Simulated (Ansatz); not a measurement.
The reference is Rh in the fcc (Cu type) structure (space group Fm-3m, No. 225; a = 3.782 Å; relaxed with 0.1 eV smearing). Axes: x, y, z lie along the cube axes.

Calculations: PBEsol (Ansatz, a program for electronic structure; PAW; 420 eV plane waves; spin-orbit coupling left out).

The change: tensor shear ε_xy = +1.71 % (engineering shear γ = 0.0342), atoms relaxed at fixed cell.

Q: Predict the stress tensor and what it implies for the stiffness.

A: Stress of the strained cell less that of the base (GPa, compression positive):
```
    0.7    -7.1     0.0
   -7.1     0.7     0.0
    0.0     0.0     0.0
```

Then −Δσ/γ with γ = 2ε = 0.0342 gives secant stiffness values (nonlinear terms included at this strain): C66 ≈ 209 GPa.

As a check, the harmonic strain energy −½ V₀ Δσ:ε is 10 meV/atom; the computed energy rise is 10 meV/atom.

Stability against distortions was not tested. The final runs are not spin-polarised.
